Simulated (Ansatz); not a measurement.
Base system: Al in the fcc (Cu type) structure (space group Fm-3m, No. 225; a = 3.9924 Å; relaxed with 0.1 eV smearing).

Calculations: Ansatz (a first-principles code) r2SCAN, no spin-orbit coupling, earlier PAW set.

Base values:

- Pressure: 0.0 GPa

One thing is altered: an isotropic linear strain of −1.09 %; the atoms relax in the strained cell.

**Question.** How does this affect the energy relative to the base and pressure?

**Answer.** The energy grows by 5.1 meV/atom; the pressure goes from zero to 3.3 GPa.

No phonon test of stability was made.
